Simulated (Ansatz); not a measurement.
Reference: monolayer SnSe2, r2SCAN, rigid bands (plane waves, PAW, scalar-relativistic; Ansatz, a quantum-chemistry and plane-wave program); geometry: cell and atoms relaxed with r2SCAN.

```xyz
3
Lattice="3.8347 0.0000 0.0000 -1.9174 3.3210 0.0000 0.0000 0.0000 19.0997" Properties=species:S:1:pos:R:3 pbc="T T T"
Sn     0.0000     0.0000     9.5499
Se     0.0000     2.2140    11.1238
Se     1.9174     1.1070     7.9760
```

* **band gap**: 1.13 eV
* **electron conductivity mass**: 0.33 mₑ

Task: Replace Sn by Pt on the same sites and relax. What happens?

Result: band gap rises (1.13 eV to 1.59 eV); electron conductivity mass stays about the same (0.33 mₑ to 0.33 mₑ).

Moves up to 5 % count as about the same. Masses are for dilute carriers at 300 K, harmonic means over directions unless an axis is named. Spin-orbit coupling is left out.

Model free-standing layer, not matched to a measured one here: monolayer PtSe2, monolayer SnSe2. The missing spin-orbit coupling matters most for monolayer PtSe2.
